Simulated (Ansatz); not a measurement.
## BAs under a change: biaxial strain +2.50 %, plane normal [001], relaxed out of plane

Consider BAs in the zinc blende structure (space group F-43m, No. 216; a = 4.784 Å). Axes: x, y, z lie along the cube axes.

Perturbation: tensile biaxial strain of 2.50 % in the plane normal to [001], as in epitaxy on a mismatched substrate; the out-of-plane cell vector and the atoms relax.

Computed with r2SCAN in Ansatz (plane waves to 500 eV, PAW, no spin-orbit coupling). Settings: 12×12×12 k-points, 0.05 eV Fermi–Dirac smearing.

```json
[
 {"quantity": "volume per atom", "base": "13.69 Å³", "changed": "14.21 Å³", "shift": "+0.527 Å³"},
 {"quantity": "space group", "base": "F-43m (No. 216)", "changed": "I-4m2 (No. 119)", "shift": "–"},
 {"quantity": "shortest interatomic distance", "base": "2.071 Å", "changed": "2.098 Å", "shift": "+0.027 Å"},
 {"quantity": "energy relative to the base (free energy F)", "base": "0 meV/atom", "changed": "+16 meV/atom", "shift": "+16 meV/atom"},
 {"quantity": "pressure (mean of the normal stresses, compression positive)", "base": "0.0 kbar", "changed": "-49.2 kbar", "shift": "-49.2 kbar"},
 {"quantity": "band gap", "base": "1.38 eV", "changed": "0.86 eV", "shift": "-0.52 eV"},
 {"quantity": "gap character", "base": "–", "changed": "indirect, Γ → Γ–M (76 % along)", "shift": "–"},
 {"quantity": "smallest direct gap", "base": "3.44 eV", "changed": "3.00 eV", "shift": "-0.44 eV"},
 {"quantity": "electron mass", "base": "1.1 mₑ along k, 0.21 mₑ across (off the special points)", "changed": "1.0 mₑ along k, 0.21 mₑ across (off the special points)", "shift": "–"},
 {"quantity": "hole mass", "base": "–", "changed": "0.20 mₑ (at Γ)", "shift": "–"},
 {"quantity": "valence-band top at Γ (three highest levels, from the VBM)", "base": "0.00, 0.00, 0.00 eV", "changed": "0.00, -0.35, -0.35 eV", "shift": "–"},
 {"quantity": "out-of-plane strain", "base": "–", "changed": "-1.16 %", "shift": "–"},
 {"quantity": "ratio −ε⊥/ε∥", "base": "–", "changed": "0.46", "shift": "–"},
 {"quantity": "mean in-plane stress (compression positive)", "base": "–", "changed": "-7.4 GPa", "shift": "–"}
]
```

Effective masses come from finite differences of ±0.01 Å⁻¹. Along k means along the line from Γ to the band edge. Stability against distortions was not tested. Labels are those of the standard path for the cell's own space group.

Ansatz is a program for electronic structure.
